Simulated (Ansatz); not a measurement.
Here is the system:

```
CELL_PARAMETERS angstrom
      3.53078     0.00000     0.00000
     -1.76539     3.05774     0.00000
      0.00000     0.00000     5.44463
ATOMIC_POSITIONS crystal
  Hf 0.00000 0.00000 0.00000
  S  0.33333 0.66667 0.26991
  S  0.66667 0.33333 0.73009
```

No spin polarisation.

Method: Ansatz (a quantum-chemistry and plane-wave program) PBE-D3(BJ), no SOC. Γ-centred 11×11×6 mesh, Fermi–Dirac width 0.05 eV.

Q: Predict the gap character, band gap and valence-band top at Γ.

A: The gap character comes out as indirect, Γ → L and the band gap comes out as 0.31 eV. The valence-band top at Γ (three highest levels, from the VBM) comes out as 0.00, -0.44, -0.44 eV.

With Hf present, leaving out spin-orbit coupling can change the band edges. Load acts through the strain it causes; cell and atoms are relaxed under it. No phonon test of stability was made. No other phases were tried under pressure. The cell was made from HfS$_{2}$ in the CdI2 type structure (space group P-3m1, No. 164; layered, stacked along the Cartesian z axis) by this change: pressure 5 GPa.
